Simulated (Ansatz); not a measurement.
## A computed series for MgS: response to strain

Base system: MgS in the rock salt structure (space group Fm-3m, No. 225; a = 5.129 Å).

Strains are applied to the cell and any free atomic positions relax.

Calculations: LDA, PAW, 420 eV (Ansatz, a first-principles code; without spin-orbit coupling).

```
isotropic strain (%)  pressure (GPa)
--------------------  --------------
-3                               9.2
-2                               5.7
-1.5                             4.1
-1                               2.7
-0.5                             1.3
0                                0.0
0.5                                ?
2                               -4.4
2.5                             -5.3
```

**Question.** Fit P = P₀ − Bδ + Cδ² with δ = (1 + ε)³ − 1 to the rows shown and predict the withheld row.

**Answer.** Least squares on the printed values gives P₀ = -0.1 GPa, B = 85.4 GPa, C = 228 GPa (largest residual 0.1 GPa); this predicts -1.3 GPa, and the run gives -1.2 GPa, in agreement.

Whether these cells are dynamically stable was not tested.
